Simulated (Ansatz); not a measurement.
Response to strain in Re

The parent structure is Re in the hcp (Mg type) structure (space group P6_3/mmc, No. 194; a = 2.776 Å, c = 4.481 Å; relaxed with 0.1 eV smearing). Axes: x lies along a and z along c of the hexagonal cell.

Strains are applied to the cell and any free atomic positions relax.

Computed with DFT with PBE, PAW potentials and a 420 eV plane-wave cutoff in Ansatz (an electronic-structure program), no spin-orbit coupling.

Notes on the quantities. pressure: mean of the normal stresses, compression positive; energy relative to the base: free energy F.

```tsv
variant	pressure	energy relative to the base	shortest interatomic distance
base	0.0 GPa	0 meV/atom	2.755 Å
uniaxial strain ε_zz = −3.00 %	12.3 GPa	+29 meV/atom	2.700 Å
uniaxial strain ε_zz = −2.50 %	10.0 GPa	+20 meV/atom	…
uniaxial strain ε_zz = −2.00 %	7.9 GPa	+13 meV/atom	2.719 Å
uniaxial strain ε_zz = −1.50 %	…	+7.1 meV/atom	2.728 Å
uniaxial strain ε_zz = −1.00 %	3.8 GPa	+3.1 meV/atom	…
uniaxial strain ε_zz = −0.50 %	…	+0.8 meV/atom	2.746 Å
uniaxial strain ε_zz = +0.50 %	-1.8 GPa	+0.8 meV/atom	2.764 Å
uniaxial strain ε_zz = +2.00 %	-6.8 GPa	+12 meV/atom	2.776 Å
uniaxial strain ε_zz = +3.00 %	-9.8 GPa	+26 meV/atom	2.776 Å
```

### Question
What belongs in the blanks?

### Answer

- uniaxial strain ε_zz = −2.50 %, shortest interatomic distance: 2.709 Å
- uniaxial strain ε_zz = −1.50 %, pressure: 5.8 GPa
- uniaxial strain ε_zz = −1.00 %, shortest interatomic distance: 2.737 Å
- uniaxial strain ε_zz = −0.50 %, pressure: 1.9 GPa

Stability against distortions was not tested. The final runs are not spin-polarised.
